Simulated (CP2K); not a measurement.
Checking a run of CP2K on AgCl (P6_3/mmc, 4 atoms in the cell). The aim is a self-consistent single point with DFT PBEsol, GPW, DZVP-MOLOPT-PBE-GTH basis, GTH-PBE potentials (POTENTIAL_UZH).

This input was run:

```
&GLOBAL
  PROJECT run
  RUN_TYPE ENERGY_FORCE
  PRINT_LEVEL LOW
&END GLOBAL
&FORCE_EVAL
  METHOD Quickstep
  STRESS_TENSOR ANALYTICAL
  &DFT
    BASIS_SET_FILE_NAME BASIS_MOLOPT_UZH
    POTENTIAL_FILE_NAME POTENTIAL_UZH
    &QS
      METHOD GPW
      EPS_DEFAULT 1E-10
    &END QS
    &MGRID
      CUTOFF 500
      REL_CUTOFF 40
      NGRIDS 5
    &END MGRID
    &SCF
      SCF_GUESS ATOMIC
      EPS_SCF 1E-6
      MAX_SCF 100
      ADDED_MOS 7
      &DIAGONALIZATION
        ALGORITHM STANDARD
      &END DIAGONALIZATION
      &MIXING
        METHOD BROYDEN_MIXING
        ALPHA 0.3
        NBUFFER 12
      &END MIXING
      &SMEAR ON
        METHOD GAUSSIAN
        SIGMA [eV] 0.05
      &END SMEAR
    &END SCF
    &XC
      &XC_FUNCTIONAL
        &PBE
          PARAMETRIZATION PBESOL
        &END PBE
      &END XC_FUNCTIONAL
    &END XC
    &PRINT
      &MO
        EIGENVALUES T
        OCCUPATION_NUMBERS T
        NDIGITS 8
        FILENAME mo
        &EACH
          QS_SCF 0
        &END EACH
        ADD_LAST NUMERIC
      &END MO
      &MULLIKEN OFF
      &END MULLIKEN
    &END PRINT
  &END DFT
  &SUBSYS
    &CELL
      A 4.06815100 0.00000000 0.00000000
      B -2.03407600 3.52312300 0.00000000
      C 0.00000000 0.00000000 5.67000600
      PERIODIC XYZ
    &END CELL
    &COORD
      SCALED
      Ag       0.00000000     0.00000000     0.00000000
      Ag       0.00000000     0.00000000     0.50000000
      Cl       0.33333300     0.66666700     0.25000000
      Cl       0.66666700     0.33333300     0.75000000
    &END COORD
    &KIND Ag
      BASIS_SET DZVP-MOLOPT-PBE-GTH-q11
      POTENTIAL GTH-PBE-q11
    &END KIND
    &KIND Cl
      BASIS_SET DZVP-MOLOPT-PBE-GTH-q7
      POTENTIAL GTH-PBE-q7
    &END KIND
  &END SUBSYS
  &PRINT
    &FORCES ON
    &END FORCES
    &STRESS_TENSOR ON
    &END STRESS_TENSOR
  &END PRINT
&END FORCE_EVAL
```

Output, abridged:

```
 GLOBAL| Method name                                                        CP2K
 GLOBAL| Project name                                                        run
 GLOBAL| Run type                                                   ENERGY_FORCE

 TOTAL NUMBERS AND MAXIMUM NUMBERS

   [... lines left out ...]
                        eps_eigval:                                     1.00E-05
                        level_shift [a.u.]:                             0.000000
                        added MOs                                         7    0
                        Mixing method:                            BROYDEN_MIXING
                                                charge density mixing in g-space
                        Smear method:                                   GAUSSIAN
                        Smearing width (sigma) [a.u.]:                  1.84E-03
                        Accuracy threshold:                             1.00E-10
                        No outer SCF

 Extrapolation method: initial_guess

 Number of electrons:                                                         36
 Number of occupied orbitals:                                                 18
 Number of molecular orbitals:                                                25

 Number of orbital functions:                                                 76
 Number of independent orbital functions:                                     76
 SCF WAVEFUNCTION OPTIMIZATION

  Step     Update method      Time    Convergence         Total energy    Change

 *** WARNING in fm/cp_fm_elpa.F:518 :: Setting real_kernel for ELPA failed ***

     1 NoMix/Diag. 0.30E+00      -     0.57760008      -104.3599389376 -1.04E+02

 *** WARNING in fm/cp_fm_elpa.F:518 :: Setting real_kernel for ELPA failed ***

     2 Broy./Diag. 0.30E+00      -     0.09088818      -100.6295419939  3.73E+00

 *** WARNING in fm/cp_fm_elpa.F:518 :: Setting real_kernel for ELPA failed ***

     3 Broy./Diag. 0.30E+00      -     0.12256518      -102.8659012641 -2.24E+00

   [... lines left out ...]

     8 Broy./Diag. 0.30E+00      -     0.00037085      -103.8121521630 -1.54E-03

 *** WARNING in fm/cp_fm_elpa.F:518 :: Setting real_kernel for ELPA failed ***

     9 Broy./Diag. 0.30E+00      -     0.00000803      -103.8125258627 -3.74E-04

 *** WARNING in fm/cp_fm_elpa.F:518 :: Setting real_kernel for ELPA failed ***

    10 Broy./Diag. 0.30E+00      -     0.00000852      -103.8125673554 -4.15E-05

 *** WARNING in fm/cp_fm_elpa.F:518 :: Setting real_kernel for ELPA failed ***

    11 Broy./Diag. 0.30E+00      -     0.00000039      -103.8125652945  2.06E-06
  *** SCF run converged in    11 steps ***

  Overlap energy of the core charge distribution:               0.00000000170282
  Self energy of the core charge distribution:               -186.62378711232074
  Core Hamiltonian energy:                                     57.19180349910388
  Hartree energy:                                              43.11571170310750
  Exchange-correlation energy:                                -17.49629338409748
  Smearing free energy correction:                             -0.00000000195102
  Fermi energy:                                                 0.17630131719037

  Total energy:                                              -103.81256529445487
  Total energy (extrapolated to sigma->0):                   -103.81256529347937

   [... lines left out ...]
 STRESS|                        x                   y                   z
 STRESS|      x        8.96341379725E+04   1.70924365374E+01  -9.70747772659E-04
 STRESS|      y        1.70924365374E+01   8.96553909113E+04   6.07269255007E-04
 STRESS|      z       -9.70747772659E-04   6.07269255007E-04   2.52464076452E+05
 STRESS| 1/3 Trace                                             1.43917868445E+05
```

Q: Can these results be used? Check the input.

A: The run is not sound. The fault is a single k-point for a small cell. The zone centre alone samples the bands of a small cell poorly; it suits large supercells. To fix it, use a k-point mesh or a larger supercell. The run converged in 11 iterations without an error; against the sound input the free energy goes up by 1.45 eV/atom and the pressure goes from 1.14 to 14.39 GPa. The full log also holds: “WARNING in fm/cp_fm_elpa.F:518 :: Setting real_kernel for ELPA failed”.

The sound input it was made from differs as follows (other fixes are possible):
```diff
+    &KPOINTS
+      SCHEME MONKHORST-PACK 5 5 3
+    &END KPOINTS
```

With that input, the run converged in 9 iterations: free energy E − TS -2830.6926 eV; top of the valence band (on the code's own zero) 4.11 eV; gap on the k-point mesh 0.63 eV; pressure 1.14 GPa (DFT PBEsol, GPW, DZVP-MOLOPT-PBE-GTH basis, GTH-PBE potentials (POTENTIAL_UZH)).

On the sound input: the starting cell was generated: these elements placed on a structure prototype, without a prior relaxation; it need not be a known phase or ordering of this composition. Its lattice was rescaled by a random factor within 2.5 % of one. Values carry the incompleteness of an atom-centred basis. The potentials were made for another functional than the one used.
